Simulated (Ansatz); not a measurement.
# A computed series for SiC: response to strain

Start from SiC in the wurtzite structure (space group P6_3mc, No. 186; a = 3.092 Å, c = 5.074 Å). Axes: x lies along a and z along c of the hexagonal cell.

Strains are applied to the cell and any free atomic positions relax; under biaxial strain the out-of-plane vector relaxes too.

Computed with PBE/PAW in Ansatz (a first-principles code), spin-orbit coupling left out.

Candidates:
(a) biaxial strain +1.80 %, plane normal [001], relaxed out of plane
(b) biaxial strain +0.60 %, plane normal [001], relaxed out of plane
(c) biaxial strain +3.00 %, plane normal [001], relaxed out of plane
(d) biaxial strain +2.40 %, plane normal [001], relaxed out of plane

Task: Order them by out-of-plane strain, lowest first.

Result: (c) biaxial strain +3.00 %, plane normal [001], relaxed out of plane (-0.52 %), (d) biaxial strain +2.40 %, plane normal [001], relaxed out of plane (-0.43 %), (a) biaxial strain +1.80 %, plane normal [001], relaxed out of plane (-0.32 %), (b) biaxial strain +0.60 %, plane normal [001], relaxed out of plane (-0.11 %)

No phonon test of stability was made.
